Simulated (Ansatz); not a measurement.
The reference is WSe$_{2}$ in the 2H-MoS2 type structure (space group P6_3/mmc, No. 194; a = 3.300 Å, c = 13.151 Å; layered, stacked along the Cartesian z axis).

Now apply this change: a free-standing slab of 3 layers (9 atoms, 3 a layer) is cut normal to the stacking axis, with 15 Å of vacuum and the in-plane cell relaxed.

Method: Ansatz (a quantum-chemistry and plane-wave program), r2SCAN+rVV10, PAW, cutoff 500 eV, no spin-orbit coupling.

Q: Give the band edges at the high-symmetry points of the new zone, measured from its valence-band maximum.

A: 
| point | valence edge (eV) | conduction edge (eV) |
|---|---|---|
| Γ | 0.00 | 2.87 |
| M | -1.22 | 2.32 |
| K | -0.17 | 1.47 |

The gap is 1.33 eV, indirect, Γ → K–Γ (45 % along).

Spin-orbit coupling, missing from the scalar runs, can matter with W. Stability against distortions was not tested. Labels are those of the standard path for the cell's own space group.
